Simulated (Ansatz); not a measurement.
Start from Y in the hcp (Mg type) structure (space group P6_3/mmc, No. 194; relaxed with 0.1 eV smearing).

```
Y
1.0
    3.59431     0.00000     0.00000
   -1.79716     3.11277     0.00000
    0.00000     0.00000     5.60992
Y
2
Direct
  0.66667   0.33333   0.75000
  0.33333   0.66667   0.25000
```

Calculations: Ansatz (a program for electronic structure), PBEsol, PAW, cutoff 420 eV, spin-orbit coupling left out.

Strains are applied to the cell and any free atomic positions relax.

One change was made to it. Results:

The energy rises by 3.8 meV/atom; the pressure (mean of the normal stresses, compression positive) goes from zero to 1.3 GPa.

Task: Which of these changes matches the shifts?
(A) isotropic strain −1.00 %
(B) isotropic strain +1.50 %
(C) isotropic strain −2.00 %

Result: A, isotropic strain −1.00 %. For comparison, the energy relative to the base in the other runs: isotropic strain +1.50 % gives +8.1 meV/atom; isotropic strain −2.00 % gives +15 meV/atom.

Whether these cells are dynamically stable was not tested. All final runs are without spin polarisation.
